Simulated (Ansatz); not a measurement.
The reference is Os in the hcp (Mg type) structure (space group P6_3/mmc, No. 194; a = 2.739 Å, c = 4.317 Å).

Level of theory: DFT with r2SCAN, PAW potentials and a 500 eV plane-wave cutoff in Ansatz (a quantum-chemistry and plane-wave program), without spin-orbit coupling, earlier PAW set.

One change was made to it. Results:

```csv
quantity,base,after
shortest interatomic distance,2.676 Å,2.890 Å
c/a ratio,1.576,1.684
```

What was done to the base?
A) Os → Au
B) Os → Cu
C) Os → Ir

A, Os → Au. For comparison, the shortest interatomic distance in the other runs: Os → Ir gives 2.718 Å; Os → Cu gives 2.522 Å.

Stability against distortions was not tested. For Ir and Cu in this form, whether it has been made was not checked. All final runs are without spin polarisation. This is not the structure that Au has at room temperature and ambient pressure. This is not the structure that Ir has at room temperature and ambient pressure. This is not the structure that Cu has at room temperature and ambient pressure.
